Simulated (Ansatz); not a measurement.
# Energy from pressure between two volumes: NiO (R3m, 4 atoms in the cell)

```yaml
crystal:
  lattice:
    - [4.15910, 2.07955, 2.07955]
    - [2.07955, 4.15910, 2.07955]
    - [2.07955, 2.07955, 4.15910]
  atoms:
    - { symbol: Ni, position: [0.00347, 0.00347, 0.00347], spin: 2.0 }
    - { symbol: Ni, position: [0.50000, 0.50000, 0.50000], spin: -2.0 }
    - { symbol: O, position: [0.25000, 0.25000, 0.25000] }
    - { symbol: O, position: [0.75000, 0.75000, 0.75000] }
```
(The spins are starting values, not results.)

Method: PBEsol, default PAW files made with PBE (plane waves; Ansatz, a quantum-chemistry and plane-wave program).

Settings: basis.ecutwfc = 1010 eV; kpoints.mp_grid.grid = 8 8 8; hamiltonian.xc = pbesol; hamiltonian.pseudopotentials = {kind: paw} (the program's default PAW files); magnetization.spin_polarized = true; scf.occupations.method = fermi_dirac; scf.occupations.width = 0.01 eV. This cutoff ends a ladder whose last two steps agree within 1 meV/atom.

The second cell is the first with its lattice scaled by 0.98, at the same fractional positions.

The starting cell has typed, rounded lattice constants, without a prior relaxation at this level. Its lattice was rescaled by up to half a per cent. One atom was moved a little off its site on purpose. The magnetic order is the one reached from the typed start; others were not searched systematically. Ansatz's pressure includes its estimate of the finite-basis (Pulay) stress.

| cell | volume (Å³/atom) | pressure (GPa) | F less the first cell's (meV/atom) |
|---|---|---|---|
| first | 8.9931 | -5.83 | 0.00 |
| second | 8.4642 | 7.88 | ? |

Question: Estimate the energy of the second cell from the pressures, and the bulk modulus between the two volumes.

Answer: With P = −dF/dV, the trapezoid gives ΔF ≈ −(P₁ + P₂)/2 · ΔV = −(1.025 GPa) · (-0.5289 Å³) = 3.38 meV/atom (1 eV/Å³ = 160.22 GPa). The modulus at fixed fractional positions is B = −ΔP/Δln V = 226 GPa, a mean over the interval. P(V) is curved, so the trapezoid lies high by about |ΔV|³·B·(1 + B′)/(12·V̄²) = 1.14 meV/atom for an assumed B′ = 4, which leaves 2.24 meV/atom. The runs gave 2.12 meV/atom, a miss of 0.12 meV/atom. Cases were kept where this miss is small, so the page shows the method and is no test of it.

Left out of this page: 15 runs of the series outside the window shown, repeating another row's setting, or not comparable.

Keys are those of Ansatz 0.2.
